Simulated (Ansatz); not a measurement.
Candidates (primitive cells; geometry: relaxed with this functional, without spin-orbit coupling):
A. Au (Fm-3m), a = b = c = 2.8868 Å, α = β = γ = 60.00°
B. YZn (Pm-3m), a = b = c = 3.520 Å, α = β = γ = 90.00°
C. PtBi2 (Pa-3), a = 6.7217 Å, b = 6.7217 Å, c = 6.7217 Å, α = 90.00°, β = 90.00°, γ = 90.00°
D. LaS (Fm-3m), a = b = c = 4.105 Å, α = β = γ = 60.00°
E. NbSi2 (P6_422), a = b = 4.771 Å, c = 6.568 Å, α = β = 90.00°, γ = 120.00°

Q: Put the candidates in order of resistivity at 300 K, highest first, for PBEsol, DFPT electron-phonon coupling, linearised Boltzmann equation run with Ansatz (a first-principles code).

A: B (67 μΩ·cm), E (34 μΩ·cm), C (21 μΩ·cm), D (13.9 μΩ·cm), A (2.4 μΩ·cm)

Metals; harmonic phonons alone scatter; means over directions. Halving the electron mesh moves these values by up to 5 %; q meshes are mostly untested. Some of the runs warned that the eigensolver left states short of its tolerance. Spin-orbit coupling is left out.

Formula and space group known from diffraction (Crystallography Open Database), not checked to be the room-temperature form: LaS (Fm-3m), PtBi2 (Pa-3), YZn (Pm-3m). The missing spin-orbit coupling matters most for Au (Fm-3m), PtBi2 (Pa-3).
